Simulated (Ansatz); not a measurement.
Si3N4 (P6₃/m, No. 176) was calculated with LDA (PAW; Ansatz, a program for electronic structure).

Settings: plane-wave cutoff 520 eV, 6×6×12 k mesh (along the axes of the cell as run), Fermi–Dirac smearing 0.01 eV, scalar-relativistic PAW data made under PBE.

Cell (relaxed at this level):

```
CELL_PARAMETERS angstrom
      7.57350     0.00000     0.00000
     -3.78675     6.55884     0.00000
      0.00000     0.00000     2.89144
ATOMIC_POSITIONS crystal
  Si 0.23255 0.82618 0.75000
  Si 0.76745 0.17382 0.25000
  Si 0.40638 0.23255 0.25000
  Si 0.59362 0.76745 0.75000
  Si 0.17382 0.40638 0.75000
  Si 0.82618 0.59362 0.25000
  N  0.33333 0.66667 0.75000
  N  0.66667 0.33333 0.25000
  N  0.97050 0.66986 0.75000
  N  0.02950 0.33014 0.25000
  N  0.30064 0.97050 0.25000
  N  0.69936 0.02950 0.75000
  N  0.33014 0.30064 0.75000
  N  0.66986 0.69936 0.25000
```

**Question.** Predict the band gap.

**Answer.** 
- band gap: 4.22 eV (on the SCF k mesh)

Cost on a shared machine: around 2.8 core-minutes (rough).
